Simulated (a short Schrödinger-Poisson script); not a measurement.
System: symmetric double-gate stack, SiO2 on p-type Si(110), at 300 K.

| layer | material | thickness (nm) | Na (cm⁻³) |
|---|---|---|---|
| 1 | SiO2 | 1.7 | - |
| 2 | Si | 14 | 3e15 |
| 3 | SiO2 | 1.7 | - |

Constants are typed, rounded textbook-type inputs, not results; the design itself was drawn at random and stands for no fabricated device. SiO2: permittivity 3.9, conduction-band edge (eV) 3.15, gap (eV) 9, electron mass (mₑ) 0.5. Si: permittivity 11.7, conduction-band edge (eV) 0, gap (eV) 1.124, Nv at 300 K (cm⁻³) 3.1e19.

Channel valleys (confinement mass, in-plane density-of-states mass, number): Δ4 0.315, 0.324, 4; Δ2 0.19, 0.417, 2. At the gates, both at one voltage, the conduction-band edge of layer 1 lies 3.66 eV − eVg above the Fermi level of the channel. Gaps are held at their typed values at every temperature. Mesh 0.03 nm at interfaces.

Solved with a short Schrödinger-Poisson script written for these runs: 1D Poisson equation in equilibrium, electrons quantum, Hartree (BenDaniel-Duke, 12 states a valley, the channel's in-plane mass for all, wave functions free to enter the dielectric), parabolic valleys, classical holes, full ionisation, no traps, pinning or gate leakage.

The same stack at other levels of the model or other numerical settings:

```
run                                          sheet density of all electrons at Vg = 1.2 V (cm⁻²)  sheet density of all electrons at Vg = 0.6 V (cm⁻²)  capacitance of both gates at Vg = 1.2 V (μF/cm²)  gate voltage at 1e11 electrons/cm² (V)  rough cost against the base
-------------------------------------------  ---------------------------------------------------  ---------------------------------------------------  ------------------------------------------------  --------------------------------------  ---------------------------
base                                                                                     1.32e13                                              2.50e12                                              3.14                                    0.37                      about 1
electrons treated as classical, Boltzmann                                                1.62e13                                              3.07e12                                              3.75                                    0.36                         0.02
electrons treated as classical, Fermi-Dirac                                              1.56e13                                              3.05e12                                              3.56                                    0.36                         0.07
mesh six times as coarse                                                                 1.32e13                                              2.50e12                                              3.13                                    0.37                          0.3
```

The classical rows ignore confinement, and Boltzmann statistics overrate the density once the band edge passes the Fermi level.
